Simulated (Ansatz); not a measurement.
Functionals compared on the (302) surface of tetragonal indium in its 1x1 cell, outermost plane spacing 0.51 Å in the ideal cut, in Ansatz (plane waves, PAW). The structure was relaxed with PBE; the other rows are single points on it, each with its references at the same level. Cutoff 420 eV (500 eV for r2SCAN).

Model: 21-atom slab, 10.1 Å thick at the start (thin: gaps and levels are the slab's own), 11x3x1 mesh, Fermi-Dirac 0.1 eV, dipole correction, all atoms relaxed; held to the start's symmetry, so lower structures may exist; no spin, no spin-orbit, no U. These notes are the PBE run's.

| functional | surface energy (J/m²) | work function of the top face (eV) | rough cost of the single point |
|---|---|---|---|
| PBE | 0.32 | 3.78 | – |
| LDA | ? | ? | about 3 core-minutes (a rough figure) |
| PBEsol | 0.43 | 3.87 | very roughly 3 core-minutes |
| RPBE | 0.23 | 3.65 | around 4 core-minutes (rough) |
| r2SCAN | 0.35 | 3.90 | around 6 core-minutes (rough) |

### Question
What belongs in the gaps?

### Answer

- LDA, surface energy (J/m²): 0.47
- LDA, work function of the top face (eV): 4.06

Ansatz is a program for electronic structure.
